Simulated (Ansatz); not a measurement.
Start from GaCuSe$_{2}$ in the chalcopyrite structure (space group I-42d, No. 122; a = 5.6083 Å, c = 11.0975 Å).

Now apply this change: 0.349 holes added to each cell, a density of 2.0×10^21 cm⁻³, with a uniform compensating background at fixed cell and a 300 K Fermi–Dirac width.

Computed with DFT with r2SCAN, PAW potentials and a 500 eV plane-wave cutoff in Ansatz (a first-principles code), no spin-orbit coupling.

Base, band edges from the VBM (valence, conduction): M -0.91, 2.01; G -0.69, 1.68; R -0.69, 1.68; X -0.50, 1.41; Γ 0.00, 0.57; S₀ -0.58, 2.15; S -0.58, 2.15; N -0.55, 2.40; P -0.66, 1.81 eV.

### Question
Give the band edges at the high-symmetry points of the new zone, measured from its valence-band maximum.

### Answer
```tsv
point	valence edge (eV)	conduction edge (eV)
Γ	0.00	0.67
X	-0.51	1.50
P	-0.70	1.89
N	-0.57	2.51
M	-0.94	2.09
S	-0.60	2.26
S₀	-0.60	2.26
R	-0.71	1.78
G	-0.71	1.78
```

The gap is 0.67 eV, direct at Γ.

Carriers are added with a uniform compensating background; total energy and stress of such cells depend on the potential's zero and are not compared; many-body gap narrowing is missing at this level. Whether these cells are dynamically stable was not tested. All final runs are without spin polarisation.
